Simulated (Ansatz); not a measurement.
Take LiNbO₃ (space group R3c, No. 161) as the base.

```xyz
10
Lattice="2.5337 1.4629 4.5624 -2.5337 1.4629 4.5624 0.0000 -2.9257 4.5624" Properties=species:S:1:pos:R:3 pbc="T T T"
Li     0.0000     0.0000     3.8481
Li     0.0000     0.0000    10.6917
Nb     0.0000     0.0000    13.6533
Nb     0.0000     0.0000     6.8097
O     -0.6593    -1.4089     5.4222
O      1.5498     0.1335     5.4222
O     -0.8905     1.2754     5.4222
O     -1.6432    -0.1874     7.7034
O      0.6593     1.5168     7.7034
O      0.9839    -1.3293     7.7034
```

Cartesian axes are those of the cell as printed.

Method: LDA (Ansatz, an electronic-structure program), scalar-relativistic without spin-orbit coupling.

Base values:

| Quantity | Result |
|---|---|
| Pressure | 0.00 GPa |
| Shortest interatomic distance | 1.880 Å |

Perturbation: the cell is stretched by 1.50 % along x with no lateral relaxation, atoms relaxed at fixed cell.

Q: Estimate the effect on the energy relative to the base, largest internal atomic displacement, pressure and shortest interatomic distance.

A: The energy grows by 1.5 meV/atom; the largest internal atomic displacement amounts to 0.022 Å; the pressure (mean of the normal stresses, compression positive) goes from zero to -1.75 GPa; the shortest interatomic distance falls by 0.0034 Å to 1.876 Å.

The cells carry an imposed strain or load. No phonon test of stability was made.
